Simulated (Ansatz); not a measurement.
Here is the system:

End structure of the (000-1) surface of 4H silicon carbide, C-terminated, F on every top atom (bottom of the slab: 1 H on 1 bottom site):

```xyz
10
Lattice="3.0941 0.0000 0.0000 -1.5470 2.6796 0.0000 0.0000 0.0000 27.5000" Properties=species:S:1:pos:R:3 pbc="T T T"
Si     1.5470     0.8932     9.7127
C      0.0000     0.0000    10.3469
Si     0.0000     0.0000    12.2408
C      0.0000     1.7864    12.8721
Si     0.0000     1.7864    14.7739
C      0.0000     0.0000    15.4091
Si     0.0000     0.0000    17.3089
C      1.5470     0.8932    17.9268
H      1.5470     0.8932     8.2127
F      1.5470     0.8932    19.3495
```

Set-up: 10 atoms, 11.0 Å thick at the start with caps and adatoms (thin: gaps and levels are the slab's own); mesh 6x6x1; 0.025 eV smearing; dipole correction on; single point; on the structure that PBE left under its start's symmetry; no spin, no spin-orbit, no U. It is one candidate, not shown to be the stable structure of the face.

Question: Predict the highest filled level below the top vacuum level from HSE06, at the PBE geometry (Ansatz, a quantum-chemistry and plane-wave program).

Answer: 8.49 eV

Question: Give the gap of the slab on its k-mesh at the level HSE06, at the PBE geometry.

Answer: 3.02 eV
